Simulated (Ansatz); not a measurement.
The structure below was relaxed with PBEsol, PAW, 420 eV (Ansatz, a quantum-chemistry and plane-wave program; no spin-orbit coupling), at pressure 0.7 GPa.

```xyz
4
Lattice="2.7305 0.0000 0.0000 -1.3653 2.3647 0.0000 0.0000 0.0000 9.0042" Properties=species:S:1:pos:R:3 pbc="T T T"
Pd     0.0000     0.0000     4.5021
Pd     0.0000     0.0000     0.0000
Pd     0.0000     1.5765     6.7531
Pd     1.3653     0.7882     2.2510
```

**Question.** Find the space group and the Wyckoff positions.

**Answer.** Space group P6₃/mmc (No. 194); a = b = 2.731 Å, c = 9.004 Å, α = β = 90.00°, γ = 120.00°

| atom | site | symmetry | x | y | z |
|---|---|---|---|---|---|
| Pd | 2a | -3m. | 0.0000 | 0.0000 | 0.0000 |
| Pd | 2d | -6m2 | 0.6667 | 0.3333 | 0.2500 |

**Question.** Describe the coordination.

**Answer.** The crystal has 4 atoms in its conventional cell. Conventional cell: a = b = 2.731 Å, c = 9.004 Å, α = β = 90.00°, γ = 120.00°. Pd1 sees 12 Pd at 2.731–2.748 Å (cuboctahedral). Pd2 has 12 Pd at 2.731–2.748 Å (anticuboctahedral). (Neighbours: up to the widest gap in distance over summed covalent radii, below 1.35, at either atom.)

Load acts through the strain it causes; cell and atoms are relaxed under it. Stability against distortions was not tested. The final runs are not spin-polarised. The cell was made from Pd (space group P6_3/mmc, No. 194; a cell from a computed database, its experimental status unchecked) by this change: pressure 0.7 GPa. Pd has a high density of states at the Fermi level and may be magnetic at this level. This is not the structure that Pd has at room temperature and ambient pressure.
